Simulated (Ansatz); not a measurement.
Polymorphs of CsLuS2, PBEsol, rigid bands (Ansatz, a first-principles code); geometry: cell and atoms relaxed with PBEsol.
- P6_3/mmc, primitive cell of 8: a = 3.9492 Å, b = 3.9492 Å, c = 15.7826 Å, α = 90.00°, β = 90.00°, γ = 120.00°
- R-3m, primitive cell of 4: a = b = c = 8.2291 Å, α = β = γ = 27.78°

```json
[
 {"Space group": "P6_3/mmc", "volume per atom (Å³)": "26.6", "band gap": "1.93 eV", "electron conductivity mass": "___", "hole conductivity mass": "1.05 mₑ", "Seebeck coefficient, n-type 1e19 cm⁻³": "-306 μV/K"},
 {"Space group": "R-3m", "volume per atom (Å³)": "26.7", "band gap": "1.85 eV", "electron conductivity mass": "0.44 mₑ", "hole conductivity mass": "___", "Seebeck coefficient, n-type 1e19 cm⁻³": "-308 μV/K"}
]
```

**Question.** Some entries are withheld; supply them.

**Answer.** 
- P6_3/mmc, electron conductivity mass: 0.45 mₑ
- R-3m, hole conductivity mass: 0.81 mₑ

Masses are for dilute carriers at 300 K, harmonic means over directions unless an axis is named. Seebeck coefficients are for the stated density at 300 K, with one relaxation time for all states and whether or not that doping can be reached. Spin-orbit coupling is left out.

Computed structure with no diffraction record at hand here (it may be known, metastable or hypothetical): CsLuS2 (P6_3/mmc), CsLuS2 (R-3m). The missing spin-orbit coupling matters most for CsLuS2 (P6_3/mmc), CsLuS2 (R-3m).
